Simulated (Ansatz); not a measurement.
We consider PrC2 (I4/mmm, No. 139; cell taken from a computed entry), described by r²SCAN+rVV10 (PAW; Ansatz, a first-principles code).

Run with plane-wave cutoff 500 eV, 14×14×14 k mesh, Fermi–Dirac smearing 0.05 eV, spin-polarised start, scalar-relativistic PAW data made under PBE.

Computed at the level's own relaxed cell.

Task: What does this level give for the equilibrium volume per atom, lattice parameter a and lattice parameter c?

Result: 
equilibrium volume per atom: 15.97 Å³/atom
lattice parameter a: 3.853 Å
lattice parameter c: 6.453 Å

Note: the magnetic order was assumed, not searched for or taken from measurement; the relaxation could not lower the start's symmetry, so the cell can be a saddle point above a distorted one; the 4f shell is treated without U or exact exchange, so its levels and filling can be wrong.

Spin–orbit coupling is not included.

The computed numbers hold no vibrational or temperature effects.
